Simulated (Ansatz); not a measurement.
Start from BeTe in the zinc blende structure (space group F-43m, No. 216; a = 5.6568 Å).

Calculations: Ansatz (an electronic-structure program) r2SCAN, spin-orbit coupling left out.

Base values:

The width of the top valence band comes out as 3.23 eV, the valley order is X along ⟨100⟩ 2.37 eV; L along ⟨111⟩ 3.51 eV and the hole mass is 0.21, 0.35, 0.35 mₑ (at Γ).

The change: the cell is scaled by 1.0200 in all directions; the atoms relax in the strained cell.

### Question
What happens to the width of the top valence band?

### Answer
The width of the top valence band drops by 0.278 eV to 2.96 eV.

### Question
Estimate the effect on the valley order.

### Answer
The valley order (the lowest conduction-band minima on the path, energy above the VBM, named in the base's zone) goes from X along ⟨100⟩ 2.37 eV; L along ⟨111⟩ 3.51 eV to X along ⟨100⟩ 2.51 eV; L along ⟨111⟩ 3.35 eV; Γ 3.94 eV.

### Question
Predict the new hole mass.

### Answer
The hole mass (degenerate bands, along [100]) goes from 0.21, 0.35, 0.35 mₑ (at Γ) to 0.20, 0.38, 0.38 mₑ (at Γ).

With Te present, leaving out spin-orbit coupling can change the band edges. The levels and masses belong to the bands next to the band gap. Effective masses come from finite differences of ±0.01 Å⁻¹. Whether these cells are dynamically stable was not tested.
